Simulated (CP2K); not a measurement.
CP2K run on ScAg₄ (I4/m, 5 atoms in the cell): self-consistent single point.

Computed with PBEsol, GPW, DZVP-MOLOPT-SR-GTH basis, GTH-PBE potentials (GTH_POTENTIALS) (CP2K).

```yaml
crystal:
  lattice:
    - [5.09473, 0.00000, 0.00000]
    - [-3.45844, 3.74105, 0.00000]
    - [-0.81815, -1.87053, 4.66777]
  atoms:
    - { symbol: Sc, position: [0.00000, 0.00000, 0.00000] }
    - { symbol: Ag, position: [0.19961, 0.59963, 0.79924] }
    - { symbol: Ag, position: [0.80039, 0.40037, 0.20076] }
    - { symbol: Ag, position: [0.59963, 0.80039, 0.40002] }
    - { symbol: Ag, position: [0.40037, 0.19961, 0.59998] }
```

Reference input (self-consistent single point, DFT LDA (Pade form), GPW, DZVP-MOLOPT-SR-GTH basis, GTH-PADE potentials (GTH_POTENTIALS)): CUTOFF = 600 Ry; REL_CUTOFF = 40 Ry; SMEAR/METHOD = FERMI_DIRAC; ELECTRONIC_TEMPERATURE = 1160.45 K; KPOINTS/SCHEME = MONKHORST-PACK 6 6 6; GAMMA_CENTERED = T; XC_FUNCTIONAL = PADE; Sc/BASIS_SET = DZVP-MOLOPT-SR-GTH; Sc/POTENTIAL = GTH-PADE-q11; Ag/BASIS_SET = DZVP-MOLOPT-SR-GTH; Ag/POTENTIAL = GTH-PADE-q11; METHOD = GPW. This run's input differs from it in these lines:

```diff
@@ -43,3 +43,6 @@
     &XC
-      &XC_FUNCTIONAL PADE
+      &XC_FUNCTIONAL
+        &PBE
+          PARAMETRIZATION PBESOL
+        &END PBE
       &END XC_FUNCTIONAL
@@ -77,3 +80,3 @@
       BASIS_SET DZVP-MOLOPT-SR-GTH
-      POTENTIAL GTH-PADE-q11
+      POTENTIAL GTH-PBE-q11
     &END KIND
@@ -81,3 +84,3 @@
       BASIS_SET DZVP-MOLOPT-SR-GTH
-      POTENTIAL GTH-PADE-q11
+      POTENTIAL GTH-PBE-q11
     &END KIND
```

Output (repeated stretches shortened):

```
 SCF WAVEFUNCTION OPTIMIZATION

  Step     Update method      Time    Convergence         Total energy    Change
     1 NoMix/Diag. 0.30E+00      -     0.49213848      -194.7163512083 -1.95E+02
     2 Broy./Diag. 0.30E+00      -     0.53192929      -199.3269661286 -4.61E+00
     3 Broy./Diag. 0.30E+00      -     0.18096305      -196.0149813907  3.31E+00
     4 Broy./Diag. 0.30E+00      -     0.09535222      -194.9492695807  1.07E+00
     5 Broy./Diag. 0.30E+00      -     0.01372195      -194.4593198937  4.90E-01
     6 Broy./Diag. 0.30E+00      -     0.00977349      -194.4780790314 -1.88E-02
   [... 3 lines left out ...]
    10 Broy./Diag. 0.30E+00      -     0.00004476      -194.4733717302 -1.85E-04
    11 Broy./Diag. 0.30E+00      -     0.00001125      -194.4734166594 -4.49E-05
    12 Broy./Diag. 0.30E+00      -     0.00000443      -194.4734335349 -1.69E-05
    13 Broy./Diag. 0.30E+00      -     0.00000032      -194.4734137178  1.98E-05
  *** SCF run converged in    13 steps ***

  Overlap energy of the core charge distribution:               0.00000000263576
  Self energy of the core charge distribution:               -328.19148456499818
  Core Hamiltonian energy:                                    101.97825418377826
  Hartree energy:                                              60.72680634527784
  Exchange-correlation energy:                                -28.98454830800367
  Electronic entropic energy:                                  -0.00244137606027
  Fermi energy:                                                 0.30702161955127

  Total energy:                                              -194.47341371781644
  Total energy (extrapolated to T->0):                       -194.47219302978630

   [... lines left out ...]

 STRESS| Analytical stress tensor [bar]
 STRESS|                        x                   y                   z
 STRESS|      x       -2.04310045905E+04  -1.13734727361E+03  -8.54804862019E-01
 STRESS|      y       -1.13734727361E+03  -2.25338092578E+04  -1.89752280175E+00
 STRESS|      z       -8.54804862019E-01  -1.89752280175E+00  -1.99373049346E+04
 STRESS| 1/3 Trace                                            -2.09673729276E+04
```

The run converged in 13 iterations. Against the reference run the pressure goes from -6.53 to -2.10 GPa and the largest force goes from 0.016 to 0.006 eV/Å.

The starting cell comes from a database of computed structures (which also holds hypothetical and non-ambient phases and stackings), without a prior relaxation at this level. Values carry the incompleteness of an atom-centred basis. The potentials were made for another functional than the one used.

Cost on one core of a shared machine: roughly 90 s.
